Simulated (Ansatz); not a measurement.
# Effect of isotropic strain −2.50 % on MgI2

The parent structure is MgI$_{2}$ in the CdI2 type structure (space group P-3m1, No. 164; a = 4.060 Å, c = 6.580 Å; layered, stacked along the Cartesian z axis).

The change: the cell is scaled by 0.9750 in all directions; the atoms relax in the strained cell.

Method: PBEsol-D3(BJ) (Ansatz, a quantum-chemistry and plane-wave program), without spin-orbit coupling. Γ-centred 9×9×5 mesh, Fermi–Dirac width 0.05 eV.

The volume per atom shrinks by 2.29 Å³, from 31.31 Å³ to 29.02 Å³ and the shortest interatomic distance drops by 0.042 Å to 2.837 Å. The energy increases by 15 meV/atom and the pressure (mean of the normal stresses, compression positive) goes from zero to 22.5 kbar. The band gap shrinks by 0.05 eV to 3.29 eV and the smallest direct gap grows by 0.23 eV (3.69 eV → 3.92 eV). The width of the top valence band increases by 0.34 eV to 2.04 eV and the valence-band top at Γ (three highest levels, from the VBM) becomes 0.00, -0.10, -0.10 eV (base: 0.00, -0.14, -0.14 eV). The largest internal atomic displacement comes out as 0.052 Å.

Final structure:

```
CELL_PARAMETERS angstrom
      3.95821     0.00000     0.00000
     -1.97910     3.42791     0.00000
      0.00000     0.00000     6.41573
ATOMIC_POSITIONS crystal
  Mg 0.00000 0.00000 0.00000
  I  0.33333 0.66667 0.26206
  I  0.66667 0.33333 0.73794
```

With I present, leaving out spin-orbit coupling can change the band edges. No phonon test of stability was made.
